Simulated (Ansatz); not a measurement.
# BBi (model structure, started from the WC type, P-6m2, No. 187, 2 atoms in the cell)

Calculation: LDA (Ansatz, a program for electronic structure, plane waves, PAW).

Numerical settings: plane-wave cutoff 520 eV, 18×18×18 k mesh, Fermi–Dirac smearing 0.05 eV, scalar-relativistic PAW data made under PBE.

Cell (relaxed at this level):

Space group P-6m2 (No. 187); a = b = 3.5488 Å, c = 3.3124 Å, α = β = 90.00°, γ = 120.00°

| atom | site | symmetry | x | y | z |
|---|---|---|---|---|---|
| B | 1a | -6m2 | 0.0000 | 0.0000 | 0.0000 |
| Bi | 1f | -6m2 | 0.6667 | 0.3333 | 0.5000 |

```yaml
band_gap: none
bulk_modulus: 85.2 GPa
```

Note: the bulk modulus is −V dP/dV from two relaxed cells at ±2 % in volume; the relaxation could raise the start's symmetry but not lower it, so the cell can be a saddle point.

Spin–orbit coupling is not included; it can open a gap where bands touch, and shift volumes and moduli.

The computed numbers hold no vibrational or temperature effects.

Cost on a shared machine: about 3 core-minutes (a rough figure).

A model structure was made by putting elements into a prototype or built by hand; it is no filed structure, need not be a known phase, and can be a saddle point held by its symmetry.
